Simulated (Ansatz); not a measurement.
The starting structures come from a database of crystals and need not be the phases stable at ambient conditions.

 Where the default PAW files enter, the runs use the earlier of Ansatz's two default sets.

Crystal: CsBr (Fm-3m, rock salt, not sure to be the ambient phase, 2 atoms a cell, 49.1 Å³ an atom); planes in its conventional cell.

All values below come from r2SCAN (plane waves, PAW; Ansatz, a program for electronic structure).

No gap correction and no spin-orbit coupling; mid-gap values are interpolated between computed energies.

| plane | area of the cell (Å²) | mid-gap κ (1/Å) | largest κ in the gap (1/Å) |
|---|---|---|---|
| (110) | 37.9 | 0.38 | 0.38 |
| (111) | 23.2 | [?] | [?] |
| (001) | 26.8 | [?] | [?] |

Question: The slowest decay depends on the direction. Supply the withheld values.

Answer: 
- (111), mid-gap κ (1/Å): 0.40
- (111), largest κ in the gap (1/Å): 0.41
- (001), mid-gap κ (1/Å): 0.33
- (001), largest κ in the gap (1/Å): 0.33
